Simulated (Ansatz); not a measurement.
The reference is ZnSiP₂ in the chalcopyrite structure (space group I-42d, No. 122; a = 5.3531 Å, c = 10.4452 Å). Axes: x, y, z lie along a, b, c of the conventional cell.

The values are results of Ansatz (an electronic-structure program), PBEsol, PAW, cutoff 420 eV, without spin-orbit coupling, not measurements.

For the base:

Band gap: 1.16 eV
Electron mass: 1.4 mₑ along c, 0.25 mₑ across (at Γ)

The change: biaxial strain +2.25 %, plane normal [001], relaxed out of plane (Cartesian); in-plane vectors clamped, the third vector and the atoms free.

What happens to the band gap?

The band gap falls by 0.24 eV (1.16 eV → 0.92 eV).

Estimate the effect on the electron mass.

The electron mass becomes 1.8 mₑ out of plane, 0.26 mₑ in plane (at Γ) (base: 1.4 mₑ along c, 0.25 mₑ across (at Γ)).

Predict the new out-of-plane strain.

The out-of-plane strain amounts to -2.22 %.

How does this affect the energy relative to the base?

The energy increases by 7.9 meV/atom.

Masses are band curvatures over ±0.01 Å⁻¹ around the edge. Stability against distortions was not tested.
